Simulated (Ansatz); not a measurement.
Take GaSb in the zinc blende structure (space group F-43m, No. 216; a = 6.134 Å) as the base.

Method: DFT with r2SCAN, PAW potentials and a 500 eV plane-wave cutoff in Ansatz (an electronic-structure program), no spin-orbit coupling, earlier PAW set.

Base values:

- Hole mass: 0.023, 0.26, 0.26 mₑ (at Γ)
- Band gap: 0.41 eV
- Gap character: direct at Γ

It is then changed as follows: an isotropic linear strain of −2.96 %, atoms relaxed at fixed cell.

### Question
Predict the new hole mass, band gap and gap character.

### Answer
The hole mass (degenerate bands, along [100]) becomes 0.053, 0.23, 0.23 mₑ (at Γ) (base: 0.023, 0.26, 0.26 mₑ (at Γ)); the band gap increases by 0.49 eV to 0.90 eV; the gap character becomes indirect, Γ → L (base: direct at Γ).

Spin-orbit coupling, missing from the scalar runs, can matter with Sb. Effective masses come from finite differences of ±0.01 Å⁻¹. No phonon test of stability was made.
